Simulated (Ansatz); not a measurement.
The starting structures come from a database of crystals and need not be the phases stable at ambient conditions.

By LDA, the system below comes out a metal.

Input:

```
Al2Cu
1.0
    4.04639     0.00000     0.00000
   -0.02861     4.04629     0.00000
    2.00889     2.02314     2.87133
Al Cu
2 1
Direct
  0.25000   0.75000   0.50000
  0.75000   0.25000   0.50000
  0.50000   0.50000   0.00000
```

Space group of this cell: I4/mmm. The cell is taken as given; by LDA its mean pressure is -3.2 GPa.

The current flows along the normal of the first two printed cell vectors, the (110) plane of the conventional cell. No spin-orbit coupling; the value is a mean over 0.1 eV about the Fermi level.

Q: Estimate the ballistic conductance per area that LDA (Ansatz, a quantum-chemistry and plane-wave program) returns for this system.

A: 0.82 × 10¹⁵ S/m² for both spins.
